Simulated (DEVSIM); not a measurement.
Device: TaN/SiO2/n-Si capacitor, at 400 K.

| layer (left to right) | material | thickness (nm) | Nd (cm⁻³) |
|---|---|---|---|
| 1 | SiO2 | 16.0 | - |
| 2 | Si | 15000 | 1.5e15 |

Metal gate on the left, work function 4.4 eV. Fixed charge at the semiconductor interface 4.1e10 cm⁻² (in units of +e); no interface traps.

Constants are typed, rounded textbook-type inputs, not results; the design itself was drawn at random and stands for no fabricated device. Values at 300 K; Nc and Nv go as T^1.5, mobilities as T to minus their exponent, the gap by Varshni's rule with the affinity fixed.

| parameter | SiO2 | Si |
|---|---|---|
| gap (eV) | 9 | 1.124 |
| affinity (eV) | 0.9 | 4.05 |
| permittivity | 3.9 | 11.7 |
| Nc (cm⁻³) | - | 2.86e19 |
| Nv (cm⁻³) | - | 3.1e19 |
| Varshni α (eV/K) | - | 0.000473 |
| Varshni β (K) | - | 636 |

DEVSIM, 1D Poisson equation in equilibrium, Boltzmann statistics, complete ionisation; no quantum confinement or tunnelling. Metal contacts follow the ideal Schottky-Mott rule: no Fermi-level pinning, no interface dipoles.

Tabulate band edges, carrier densities and field at -2.5 V on the gate.

Energies count from the Fermi level of the right contact; mesh points crowd at the junctions.

```tsv
x (μm)	Ec (eV)	Ev (eV)	n (cm⁻³)	p (cm⁻³)	field (V/cm)
0.000	6.000	-3.000	< 1e2	< 1e2	-1100000
0.001700	5.809	-3.191	< 1e2	< 1e2	-1100000
0.005718	5.356	-3.643	< 1e2	< 1e2	-1100000
0.01180	4.672	-4.328	< 1e2	< 1e2	-1100000
0.01551	4.255	-4.745	< 1e2	< 1e2	-1100000
0.01690	1.023	-0.073	5600000	5.7e18	-250000
0.02036	0.968	-0.129	2.8e7	1.1e18	-110000
0.03418	0.885	-0.211	3.1e8	1.0e17	-37000
0.06651	0.808	-0.289	2.9e9	1.1e16	-18000
0.1483	0.693	-0.403	8.1e10	4.0e14	-12000
0.3597	0.494	-0.603	2.7e13	1.2e12	-7000
1.265	0.355	-0.742	1.5e15	2.2e10	-13
3.356	0.355	-0.742	1.5e15	2.1e10	≈ 0
8.467	0.355	-0.742	1.5e15	2.1e10	≈ 0
13.21	0.355	-0.742	1.5e15	2.1e10	≈ 0
14.32	0.355	-0.742	1.5e15	2.1e10	≈ 0
14.75	0.355	-0.742	1.5e15	2.1e10	≈ 0
14.92	0.355	-0.742	1.5e15	2.1e10	≈ 0
14.99	0.355	-0.742	1.5e15	2.1e10	≈ 0
15.01	0.355	-0.742	1.5e15	2.1e10	≈ 0
15.01	0.355	-0.742	1.5e15	2.1e10	≈ 0
15.02	0.355	-0.742	1.5e15	2.1e10	≈ 0
```
